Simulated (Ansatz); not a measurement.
BP, pressure series

Start from BP in the zinc blende structure (space group F-43m, No. 216; a = 4.537 Å).

Cell and atoms are relaxed at each pressure.

All numbers come from r2SCAN (Ansatz, a quantum-chemistry and plane-wave program), no SOC.

```csv
pressure (GPa),volume per atom (Å³/atom)
-1,11.740
0,11.671
0.9,11.609
2.1,11.529
4.5,11.377
9,11.118
15,?
22.5,10.470
30,10.174
```

Q: Fit the third-order Birch–Murnaghan form P(V) = (3B₀/2)[(V₀/V)^(7/3) − (V₀/V)^(5/3)]·[1 + (3/4)(B₀′ − 4)((V₀/V)^(2/3) − 1)] (squares taken in P) to the rows shown and predict the withheld row.

A: Least squares on the printed values gives V₀ = 11.670 Å³/atom, B₀ = 169 GPa, B₀′ = 3.7; this predicts 10.808 Å³/atom, and the run gives 10.809 Å³/atom, in agreement.

Measured bulk modulus of BP: 176.5 GPa (static lattice; corrected from measurement; as listed in Tamar Goldzak et al., The Journal of Chemical Physics (2022)); the computed value is 4 % below it.

Load acts through the strain it causes; cell and atoms are relaxed under it. Stability against distortions was not tested. Competing high-pressure phases were not computed.
